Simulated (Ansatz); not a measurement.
Take SiC in the zinc blende structure (space group F-43m, No. 216; a = 4.356 Å) as the base.

Method: Kohn–Sham DFT with the r2SCAN functional, run in Ansatz (a first-principles code) with PAW and 500 eV plane waves, no SOC.

One change was made to it. Results:

```csv
quantity,base,after
width of the top valence band,4.81 eV,4.95 eV
shortest interatomic distance,1.886 Å,1.863 Å
```

**Question.** What was done to the base?
(A) pressure −1 GPa
(B) pressure 9 GPa
(C) pressure 0.9 GPa
(D) pressure 2.1 GPa

**Answer.** B, pressure 9 GPa. For comparison, the width of the top valence band in the other runs: pressure −1 GPa gives 4.80 eV; pressure 2.1 GPa gives 4.85 eV; pressure 0.9 GPa gives 4.83 eV.

The levels and masses belong to the bands next to the band gap. Load acts through the strain it causes; cell and atoms are relaxed under it. Whether these cells are dynamically stable was not tested. No other phases were tried under pressure.
